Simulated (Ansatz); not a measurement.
Data:

```
BaMgTi2O6
1.0
    3.77177     0.00000     0.00000
    0.00000     3.80052     4.44847
    0.00000    -3.80052     4.44847
Ti Mg Ba O
2 1 1 6
Cartesian
  1.88588   2.00416   2.37419
  1.88588  -2.00416   2.37419
  0.00000   0.00000   3.71690
  0.00000   0.00000   0.29182
  1.88588  -1.71520   5.07806
  1.88588   1.71520   5.07806
  1.88588   0.00000   7.39461
  1.88588   0.00000   2.68880
  0.00000   1.80583   2.82402
  0.00000  -1.80583   2.82402
```

No spin polarisation.

All numbers come from Ansatz (a first-principles code), PBEsol, PAW, cutoff 420 eV, without spin-orbit coupling. Γ-centred 9×6×6 mesh, Fermi–Dirac width 0.05 eV.

Predict the band gap and gap character.

The band gap is 2.53 eV and the gap character (in this cell's own zone, which can be folded) is indirect, T → Y.

Each cell is one ordered arrangement of few atoms, which overstates ordering effects compared with a random alloy. Stability against distortions was not tested. All final runs are without spin polarisation. The cell was made from BaTiO3 by this change: x(Mg) = 0.5, 10 atoms, Amm2.
